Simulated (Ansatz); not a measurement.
The starting structures come from a database of crystals and need not be the phases stable at ambient conditions.

Crystal: BaS$_{3}$ (P-42_1m, not sure to be the ambient phase, 8 atoms a cell, 25.5 Å³ an atom); planes in its conventional cell.

Method: r2SCAN (plane waves, PAW; Ansatz, a first-principles code).

The gap is the functional's own. No spin-orbit coupling. Mid-gap values are interpolated on the energy grid.

```
plane  area of the cell (Å²)  mid-gap κ (1/Å)  largest κ in the gap (1/Å)
-----  ---------------------  ---------------  --------------------------
(111)                   63.7             0.26                        0.26
(001)                   48.3                …                           …
(110)                   41.4                …                           …
```

Task: The slowest decay depends on the direction. Supply the withheld values.

Result: 
- (001), mid-gap κ (1/Å): 0.30
- (001), largest κ in the gap (1/Å): 0.31
- (110), mid-gap κ (1/Å): 0.22
- (110), largest κ in the gap (1/Å): 0.22
